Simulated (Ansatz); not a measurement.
## Al2O3: energy against volume

Al2O3 (corundum, R-3c, 8.323 Å³/atom and stress up to 0.01 GPa in the relaxed cell, c along z) under hydrostatic pressure, with the cell free. LDA in Ansatz, a plane-wave DFT program (PAW, default set), 420 eV, 9×9×9 Γ-centred mesh, Fermi-Dirac smearing 0.05 eV; ions are relaxed, or left where forces stay under 0.02 eV/Å, within the symmetry of each cell.

Here V stands for volume and E for E less E0.

| volume (Å³/atom) | E less E0 (meV/atom) | pressure (GPa) |
|---|---|---|
| 8.3888 | 0.43 | -2.00 |
| 8.3555 | 0.12 | -1.00 |
| 8.3232 | 0.00 | -0.01 |
| 8.2941 | 0.10 | 0.90 |
| 8.2564 | 0.47 | 2.10 |
| 8.1835 | 1.94 | 4.49 |
| 8.0548 | 7.36 | 8.99 |
| 7.8973 | 19.11 | 14.99 |
| 7.7194 | ? | ? |

### Question
Using the third-order Birch-Murnaghan form, a cubic in V^(-2/3), estimate the missing E at V = 7.7194 from the other rows, showing the fit.

### Answer
With u = V^(-2/3) - 0.2456, the rows have u = -0.0033855, -0.0027424, -0.0021145, -0.0015453, -0.0008029, 0.0006487, 0.0032648, 0.0065627. Least squares gives E = 1.149 + 1073.1·u + 253873·u² - 55851·u³. Residuals (row less fit): 0.002, 0.003, -0.016, 0.003, 0.019, -0.012, 0.003, 0.000; standard error 0.014 (degrees of freedom: 4). Its minimum lies at u = -0.0021120, so V0 = (0.2434880)^(-3/2) = 8.323. There d²E/du² = 508500 and d³E/du³ = -335100, so B0 = (4/9) × 8.323^(-7/3) × 508500 × 0.160218 = 258 GPa (the last factor turns the table's units into GPa), and B0' = 4 + (2/3) × 0.2434880 × (-335100)/508500 = 3.9. B0' rests on the cubic coefficient alone and has a standard error of 0.4 from these residuals. At the withheld row, u = 0.0104222, so E = 1.149 + 1073.1 × 0.0104222 + 253873 × 0.0104222² - 55851 × 0.0104222³ = 39.846 meV/atom. The calculation gives 39.82 meV/atom, 0.026 meV/atom below the prediction (0.1 % of the range of E in the table). The row lies outside the fitted rows, so this is an extrapolation. From the scatter of the fitted rows alone, a prediction at this place has a standard error of 0.122 meV/atom, so the miss is 0.2 times that.

Other structures, which can take over under pressure, weren't tried. The same form fitted to the pressure column gives B0' = 4.0; series where the two differ by over 0.4 aren't shown. Rows are the converged runs of the series near zero and its far end, less any whose ions stayed unrelaxed beside relaxed ones; series whose fitted rows scatter by over a few per cent of the range, as at a crossing or softening among them, aren't shown in this form.
